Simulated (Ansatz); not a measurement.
The reference is SnO in the litharge type structure (space group P4/nmm, No. 129; a = 3.837 Å, c = 4.759 Å; layered, stacked along the Cartesian z axis).

Method: PBE-D3(BJ), PAW, 420 eV (Ansatz, an electronic-structure program; no SOC).

One change was made to it. Results:

```
quantity                          base    after
-----------------------------  -------  -------
c/a ratio                        1.240    1.322
shortest interatomic distance  2.241 Å  2.257 Å
```

Which of these changes matches the shifts?
(A) pressure 15 GPa
(B) pressure −1 GPa
(C) pressure −2 GPa
(D) pressure 2.1 GPa
(E) pressure 30 GPa

C, pressure −2 GPa. For comparison, the c/a ratio in the other runs: pressure 30 GPa gives 1.127; pressure 2.1 GPa gives 1.206; pressure 15 GPa gives 1.144; pressure −1 GPa gives 1.268.

Load acts through the strain it causes; cell and atoms are relaxed under it. Whether these cells are dynamically stable was not tested. Competing high-pressure phases were not computed. All final runs are without spin polarisation.
